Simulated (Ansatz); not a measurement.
Worked example: self-consistent single point of MoPb3Cl2O5 (Cmcm, 22 atoms in the cell) in Ansatz (a first-principles code).

Level of theory: PBEsol, default PAW files made with PBE (plane waves; Ansatz).

```yaml
crystal:
  lattice:
    - [2.77085, -6.49515, 0.00000]
    - [2.77085, 6.49515, 0.00000]
    - [0.00000, 0.00000, 10.90699]
  atoms:
    - { symbol: Pb, position: [0.65064, 0.34936, 0.46809] }
    - { symbol: Pb, position: [0.34936, 0.65064, 0.53191] }
    - { symbol: Pb, position: [0.34936, 0.65064, 0.96809] }
    - { symbol: Pb, position: [0.65064, 0.34936, 0.03191] }
    - { symbol: Pb, position: [0.10266, 0.89734, 0.75000] }
    - { symbol: Pb, position: [0.89734, 0.10266, 0.25000] }
    - { symbol: Mo, position: [0.76550, 0.23450, 0.75000] }
    - { symbol: Mo, position: [0.23450, 0.76550, 0.25000] }
    - { symbol: O, position: [0.49707, 0.03753, 0.63002] }
    - { symbol: O, position: [0.03753, 0.49707, 0.36998] }
    - { symbol: O, position: [0.50293, 0.96247, 0.13002] }
    - { symbol: O, position: [0.96247, 0.50293, 0.86998] }
    - { symbol: O, position: [0.50293, 0.96247, 0.36998] }
    - { symbol: O, position: [0.96247, 0.50293, 0.63002] }
    - { symbol: O, position: [0.49707, 0.03753, 0.86998] }
    - { symbol: O, position: [0.03753, 0.49707, 0.13002] }
    - { symbol: O, position: [0.89550, 0.10450, 0.75000] }
    - { symbol: O, position: [0.10450, 0.89550, 0.25000] }
    - { symbol: Cl, position: [0.00000, 0.00000, 0.50000] }
    - { symbol: Cl, position: [0.00000, 0.00000, 0.00000] }
    - { symbol: Cl, position: [0.52370, 0.47630, 0.75000] }
    - { symbol: Cl, position: [0.47630, 0.52370, 0.25000] }
```

Reference input (self-consistent single point, DFT, PBEsol, plane waves, default PAW files made with PBE): basis.ecutwfc = 420 eV; kpoints.mp_grid.grid = 4 4 2; hamiltonian.xc = pbesol; hamiltonian.pseudopotentials = {kind: paw} (the program's default PAW files); scf.occupations.method = cold; scf.occupations.width = 0.136 eV. This run's input differs from it in these lines:

Ansatz 0.2 input:
```diff
@@ -30,3 +30,3 @@
 basis:
-  ecutwfc: 420.0 eV
+  ecutwfc: 380.0 eV
 kpoints:
```

Output, abridged:

```
SCF iter   1: F=—  HF=-90184.420084 eV  |F-HF|=—  |Δ(HF+E_count)|=         —  Δρ=1.13e-2  dr2=4.30e-1  ethr=1.77e-3  ⟨swp⟩=7.1  Hψ=7752  notcnv=0
all-band conjugate gradients solve this SCF's bands
preconditioner: auto → Resta (q_TF=auto, 2.438 Å⁻¹)
SCF iter   2: F=—  HF=-90184.336417 eV  |F-HF|=—  |Δ(HF+E_count)|=   8.37e-2  S|Δr|=    0.00e0  Δρ=4.59e-3  dr2=1.11e-1  ethr=2.15e-4  ⟨swp⟩=2.0  Hψ=3328  notcnv=0  defer=119
   [... lines left out ...]
SCF iter   7: F=—  HF=-90184.317414 eV  |F-HF|=—  |Δ(HF+E_count)|=   2.29e-4  S|Δr|=    0.00e0  Δρ=4.37e-5  dr2=8.62e-6  ethr=3.54e-8  ⟨swp⟩=2.0  Hψ=2264  notcnv=0  defer=88
SCF iter   8: F=—  HF=-90184.317421 eV  |F-HF|=—  |Δ(HF+E_count)|=   7.16e-6  S|Δr|=    0.00e0  Δρ=1.08e-5  dr2=6.78e-7  ethr=4.31e-9  ⟨swp⟩=2.0  Hψ=2180  notcnv=0  defer=88
SCF iter   9: F=-90184.317422 eV  HF=-90184.317422 eV  |F-HF|=3.20e-8  |Δ(HF+E_count)|=   6.09e-7  S|Δr|=    0.00e0  Δρ=2.91e-6  dr2=4.58e-8  ethr=5.00e-11  ⟨swp⟩=8.9  Hψ=9382  notcnv=0
SCF 1 converged in 9 iterations: F = -90184.317422 eV  dr2 = 4.58e-8
Stability not checked (fill_not_monotonic)
Free energy (F): -90184.317422 eV
Internal energy: -90184.317422 eV  (E = F + TS)
E sigma→0 (E₀):  -90184.317422 eV
Fermi energy:    8.460644 eV
--- Forces (eV/Å), atoms counted from 1 ---
  atom   1  Pb     0.00000000     0.15883764    -0.01877134
  atom   2  Pb     0.00000000    -0.15883764     0.01877134
  atom   3  Pb     0.00000000    -0.15883764    -0.01877134
  atom   4  Pb     0.00000000     0.15883764     0.01877134
  atom   5  Pb     0.00000000     0.16224128     0.00000000
   [... lines left out ...]
  atom  22  Cl     0.00000000    -0.01239890     0.00000000
--- Stress (GPa, compression-positive) ---
        2.446335       0.000000       0.000000
        0.000000       1.629212       0.000000
        0.000000       0.000000       2.283039
  P = ⅓ Tr σ = 2.1195 GPa (21.195 kbar)
  The stress holds the Pulay correction. Without it, at fixed plane waves, as pw.x and ABINIT print it: P = 0.8439 GPa
```

The run converged in 9 iterations. Against the reference run the free energy rises by 12.1 meV/atom, the pressure moves little (2.14 to 2.12 GPa), the largest force moves little (0.555 to 0.548 eV/Å) and the gap on the mesh hardly changes (1.853 to 1.852 eV).

The starting cell comes from a database of published, mostly measured structures (it also holds non-ambient and calculated ones), without a prior relaxation at this level. Its lattice was rescaled by a random factor within 2.5 % of one. Spin-orbit coupling is off. Ansatz's pressure includes its estimate of the finite-basis (Pulay) stress. Without the estimate this run gives 0.84 GPa. The cutoff lies below the one recommended for these files.
